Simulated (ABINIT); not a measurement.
A self-consistent single point of Ti₆PtAu (Pm-3, 8 atoms in the cell) with ABINIT.

Method of the run: PBEsol, PAW (JTH v2.0 PBE PAW, files made for PBE) (plane waves; ABINIT).

```xyz
8
Lattice="5.0561 0.0000 0.0000 0.0000 5.0561 0.0000 0.0000 0.0000 5.0561" Properties=species:S:1:pos:R:3 pbc="T T T"
Ti     0.0000     2.5281     3.8101
Ti     0.0000     2.5281     1.2461
Ti     3.8101     0.0000     2.5281
Ti     1.2461     0.0000     2.5281
Ti     2.5281     3.8101     0.0000
Ti     2.5281     1.2461     0.0000
Pt     0.0000     0.0000     0.0000
Au     2.5281     2.5281     2.5281
```

Reference input (self-consistent single point, DFT, LDA (PW92), plane waves, PAW (JTH v2.0 LDA PAW)): pseudos = [Ti.LDA_PW-JTH.xml, Pt.LDA_PW-JTH.xml, Au.LDA_PW-JTH.xml]; ecut = 816 eV; pawecutdg = 1633 eV; pawxcdev = 0; ixc = 7; occopt = 7; tsmear = 0.00499791 Ha; ngkpt = 5 5 5; nshiftk = 1; shiftk = 0 0 0; potentials = JTH v2.0 LDA PAW; nband = 59. This run's input differs from it in these lines:

```diff
@@ -1,4 +1,4 @@
-# Ti6PtAu, JTH v2.0 LDA PAW
+# Ti6PtAu, JTH v2.0 PBE PAW
 pp_dirpath "./"
-pseudos "Ti.LDA_PW-JTH.xml, Pt.LDA_PW-JTH.xml, Au.LDA_PW-JTH.xml"
+pseudos "Ti.GGA_PBE-JTH.xml, Pt.GGA_PBE-JTH.xml, Au.GGA_PBE-JTH.xml"
 acell 3*1.0 Angstrom
@@ -24,3 +24,3 @@
 pawxcdev 0
-ixc 7
+ixc -116133
 occopt 7
```

Its files differ too (potentials: JTH v2.0 LDA PAW → JTH v2.0 PBE PAW).

The program printed (abridged):

```
--- !BeginCycle
solver: {iscf: 17, nstep: 60, nline: 4, wfoptalg: 10, }
tolerances: {toldfe: 1.00E-09, }
...

     iter   Etot(hartree)      deltaE(h)  residm     nres2
 ETOT  1  -408.40077811369    -4.084E+02 7.872E+00 7.770E+01
 ETOT  2  -413.25639936075    -4.856E+00 1.281E-01 1.165E+02
 ETOT  3  -413.01202132632     2.444E-01 2.451E-02 1.464E+01
 ETOT  4  -412.98758304973     2.444E-02 1.561E-02 3.393E+00
 ETOT  5  -412.98489089415     2.692E-03 8.846E-03 1.477E+00
   [... 14 lines left out ...]
 ETOT 20  -412.98648006274     4.816E-08 1.059E-04 6.490E-07
 ETOT 21  -412.98648006771    -4.970E-09 9.569E-05 1.341E-06
 ETOT 22  -412.98648006814    -4.326E-10 6.123E-05 1.639E-07
 ETOT 23  -412.98648006843    -2.929E-10 2.933E-05 1.271E-07
 At SCF step   23, etot is converged :
  for the second time, diff in etot=  2.929E-10 < toldfe=  1.000E-09

 Cartesian components of stress tensor (hartree/bohr^3)
  sigma(1 1)=  1.30470025E-04  sigma(3 2)=  0.00000000E+00
  sigma(2 2)=  1.30470025E-04  sigma(3 1)=  0.00000000E+00
  sigma(3 3)=  1.30470025E-04  sigma(2 1)=  0.00000000E+00

 ----iterations are completed or convergence reached----

 reduced coordinates (array xred) for    8 atoms
       0.000000000000      0.500000000000      0.753550000000
       0.000000000000      0.500000000000      0.246450000000
       0.753550000000      0.000000000000      0.500000000000
       0.246450000000      0.000000000000      0.500000000000
       0.500000000000      0.753550000000      0.000000000000
       0.500000000000      0.246450000000      0.000000000000
   [... lines left out ...]
 Fermi (or HOMO) energy (eV) =   8.16430   Average Vxc (eV)= -11.62842
   [... lines left out ...]
'-kT*entropy'       : -3.53654237190649E-03
total_energy        : -4.12986078318550E+02
total_energy_eV     : -1.12379227059621E+04
...

-Cartesian components of stress tensor (GPa)         [Pressure= -3.8386E+00 GPa]
- sigma(1 1)=  3.83856002E+00  sigma(3 2)=  0.00000000E+00
- sigma(2 2)=  3.83856002E+00  sigma(3 1)=  0.00000000E+00
- sigma(3 3)=  3.83856002E+00  sigma(2 1)=  0.00000000E+00

 Calculation completed.
```

The run converged in 23 iterations. Against the reference run the pressure goes from -8.58 to -3.84 GPa and the largest force goes from 0.004 to 0.015 eV/Å.

The starting cell comes from a database of computed structures (which also holds hypothetical and non-ambient phases and stackings), without a prior relaxation at this level. Spin polarisation is off. The potentials were made for another functional than the one used. With a pressure of about -4 GPa the cell is away from its equilibrium volume at this level.

Cost on one core of a shared machine: roughly 6 min.
